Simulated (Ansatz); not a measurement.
System: TiAl (Pm-3m, No. 221, 2 atoms in the cell; start mp-1061123; a measured phase of this formula has another space group). Method: PBEsol (PAW; Ansatz, a program for electronic structure).

Numerical settings: plane-wave cutoff 520 eV, 18×18×18 k mesh, Fermi–Dirac smearing 0.05 eV, no spin polarisation, scalar-relativistic PAW data made under PBE.

Cell (relaxed at this level):

```
AlTi
1.0
    3.15584     0.00000     0.00000
    0.00000     3.15584     0.00000
    0.00000     0.00000     3.15584
Ti Al
1 1
Direct
  0.00000   0.00000   0.00000
  0.50000   0.50000   0.50000
```

### Question
What does this level give for the bulk modulus B0?

### Answer

- bulk modulus B0 = 119 GPa

Note: the run has no spin polarisation, so it can have missed a magnetic state; the bulk modulus is −V dP/dV from two relaxed cells at ±2 % in volume; the relaxation could not lower the start's symmetry, so the cell can be a saddle point above a distorted one.

It cost roughly 27 core-seconds of CPU time.

A start named mp-… is a Materials Project structure, which need not be a measured phase.
